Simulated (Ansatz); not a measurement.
The parent structure is Si in the diamond structure (space group Fd-3m, No. 227; a = 5.444 Å). Axes: x, y, z lie along the cube axes.

Level of theory: r2SCAN, PAW, 500 eV (Ansatz, a quantum-chemistry and plane-wave program; no spin-orbit coupling).

Before the change:

| Item | Value |
|---|---|
| Smallest direct gap | 2.74 eV |
| Band gap | 0.78 eV |
| Pressure | 0.00 GPa |

Now apply this change: a pure shear with ε_xy = ε_yx = 0.0114, atoms relaxed at fixed cell.

What happens to the smallest direct gap?

The smallest direct gap decreases by 0.24 eV, from 2.74 eV to 2.50 eV.

What does the calculation give for the band gap after the change?

The band gap shrinks by 0.151 eV to 0.62 eV.

How does this affect the pressure?

The pressure (mean of the normal stresses, compression positive) is nearly the same (0.00 GPa against 0.01 GPa).

The cells carry an imposed strain or load. Stability against distortions was not tested.
